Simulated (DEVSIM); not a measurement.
Structure: abrupt GaAs p-n junction, at 250 K.

Layer 1 from the left is GaAs, thickness (μm) 0.170, Na (cm⁻³) 2e15, τn (s) 4e-8, τp (s) 4e-8. Layer 2 from the left is GaAs, thickness (μm) 60.0, Nd (cm⁻³) 1e16, τn (s) 4e-8, τp (s) 4e-8.

Left contact: ohmic. Right contact: ohmic. Voltage is applied to the left contact. Recombination: SRH at mid-gap, radiative. Mobility is μmin + (μ − μmin)/(1 + (N/Nref)^α).

This is a model device: material constants are rounded textbook-type values typed into the input, and sizes, dopings and lifetimes were drawn at random. Values at 300 K; Nc and Nv go as T^1.5, mobilities as T to minus their exponent, the gap by Varshni's rule with the affinity fixed.

GaAs: gap (eV) 1.424, affinity (eV) 4.07, permittivity 12.9, Nc (cm⁻³) 4.7e17, Nv (cm⁻³) 9e18, μn (cm²/Vs) 8500, μp (cm²/Vs) 400, μn,min 500, μp,min 20, Nref,n 6e16, Nref,p 1.5e17, αn 0.39, αp 0.38, T exponent of μn 2.1, T exponent of μp 2.2, B (cm³/s) 2e-10, Varshni α (eV/K) 0.000541, Varshni β (K) 204.

DEVSIM, 1D drift-diffusion, Boltzmann statistics, complete ionisation; no tunnelling, impact ionisation, image-force lowering or self-heating.

Problem. What does the simulation give for the dark forward voltage at 100 A/cm², the dark forward voltage at 1 A/cm²?

Solution. dark forward voltage at 100 A/cm² 1.096 V; dark forward voltage at 1 A/cm² 0.939 V.
